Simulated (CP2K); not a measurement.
CP2K 2026.2, DFT, PBE, Gaussian and plane waves, DZVP-MOLOPT bases, GTH-PBE potentials: diamond-structure Si with 2 Ge on Si sites, atoms displaced (Si22Ge2), unrelaxed at the host's lattice constant, 24 atoms. Basis and mesh were picked for this test and aren't claimed converged.

```text
&GLOBAL
  PROJECT run
  RUN_TYPE ENERGY_FORCE
  PRINT_LEVEL LOW
  &TIMINGS
    THRESHOLD 0.005
  &END TIMINGS
&END GLOBAL
&FORCE_EVAL
  METHOD Quickstep
  &DFT
    BASIS_SET_FILE_NAME BASIS_MOLOPT
    POTENTIAL_FILE_NAME GTH_POTENTIALS
    &QS
      METHOD GPW
      EPS_DEFAULT 1.0E-12
    &END QS
    &MGRID
      CUTOFF 280
      REL_CUTOFF 50
    &END MGRID
    &XC
      &XC_FUNCTIONAL PBE
      &END XC_FUNCTIONAL
    &END XC
    &SCF
      SCF_GUESS ATOMIC
      EPS_SCF 1.0E-6
      MAX_SCF 150
      &DIAGONALIZATION
        ALGORITHM STANDARD
      &END DIAGONALIZATION
      &MIXING
        METHOD BROYDEN_MIXING
        ALPHA 0.4
        NBUFFER 8
      &END MIXING
      ADDED_MOS 11
      &SMEAR ON
        METHOD FERMI_DIRAC
        ELECTRONIC_TEMPERATURE [K] 300
      &END SMEAR
    &END SCF
    &KPOINTS
      SCHEME MONKHORST-PACK 2 2 2
      GAMMA_CENTERED T
    &END KPOINTS
  &END DFT
  &SUBSYS
    &CELL
      A 11.52089079 0.00000000 0.00000000
      B 3.84029693 6.65158940 0.00000000
      C 3.84029693 2.21719647 6.27117862
    &END CELL
    &COORD
      SCALED
      Si 0.99661900 0.00146500 0.00440500
      Si 0.08906500 0.12256400 0.12455000
      Si 0.99923600 0.00757700 0.49375800
      Si 0.08352500 0.12205700 0.62285100
      Si 0.99998200 0.49603700 0.00339200
      Si 0.08511600 0.61556700 0.12711000
      Si 0.08525900 0.62766900 0.62258800
      Si 0.33727700 0.00486800 0.99176800
      Si 0.41801200 0.12015300 0.12574300
      Si 0.33026100 0.00025600 0.50274200
      Si 0.41436600 0.12740600 0.62869600
      Si 0.33067000 0.49782700 0.00385100
      Si 0.41422200 0.62538800 0.12277000
      Si 0.33144200 0.49823100 0.49974400
      Si 0.41312800 0.62178400 0.62679400
      Si 0.66808100 0.00248100 0.99828000
      Si 0.75026800 0.13227800 0.13016100
      Si 0.66737700 0.00197000 0.49978000
      Si 0.75128200 0.12179400 0.62996700
      Si 0.66985100 0.49446100 0.00066700
      Si 0.75492100 0.62312800 0.12834100
      Si 0.74981500 0.63029800 0.62449200
      Ge 0.99597800 0.49703100 0.50612400
      Ge 0.66768900 0.49818300 0.49780500
    &END COORD
    &KIND Si
      ELEMENT Si
      BASIS_SET DZVP-MOLOPT-SR-GTH-q4
      POTENTIAL GTH-PBE-q4
    &END KIND
    &KIND Ge
      ELEMENT Ge
      BASIS_SET DZVP-MOLOPT-SR-GTH-q4
      POTENTIAL GTH-PBE-q4
    &END KIND
  &END SUBSYS
  &PRINT
    &FORCES ON
      NDIGITS 10
    &END FORCES
  &END PRINT
&END FORCE_EVAL
```

The program reports basis functions: 312.

Machine: one whole node, AMD EPYC (Zen 5), 96 cores on 1 socket, no SMT, 12 L3 cache groups.

Each time is the median wall time of two to five repeats, run one at a time on the otherwise empty machine; start-up is included. Unless noted, each process is bound to its own block of adjacent cores. Build: conda-forge: MPICH, OpenMP, OpenBLAS, FFTW, ScaLAPACK, ELPA, COSMA, DBCSR on BLAS. Other compilers and libraries give other times. Scratch files lie in a memory file system.

Measured:

```tsv
cores	layout	wall time
1	1 rank	36.0 s
2	2 ranks	19.7 s
4	4 ranks	11.1 s
8	8 ranks	7.02 s
16	16 ranks	4.38 s
24	24 ranks	3.62 s
```

Task: Fit T(p) = s + w/p to these times and predict the runs with 32 ranks and with 48 ranks. How well does the fit hold?

Result: A fit of relative deviations gives s = 2.24 s and w = 34.9 core-seconds; it misses the rows shown by at most 6 %.

```json
[
 {"cores": "32", "layout": "32 ranks", "fit": "3.34 s", "measured": "3.34 s", "measured against fit": "+0 %"},
 {"cores": "48", "layout": "48 ranks", "fit": "2.97 s", "measured": "3.31 s", "measured against fit": "+11 %"}
]
```

Efficiency, counted from 1 core, is near one half at 16 cores. The time no longer falls beyond 32 cores (3.3 s; the least measured is 3.3 s on 48, level within 8 % or the scatter of repeats). The share that grows most is that of start and exit outside the program's clock: from 2.5 % of the time on 1 core to 38 % on 64. Not in the table, for want of a like result or a clean timing: 96 cores. The largest part on 64 cores, start and exit outside the program's clock, takes 0.89 s on 1 and 1.3 s there.
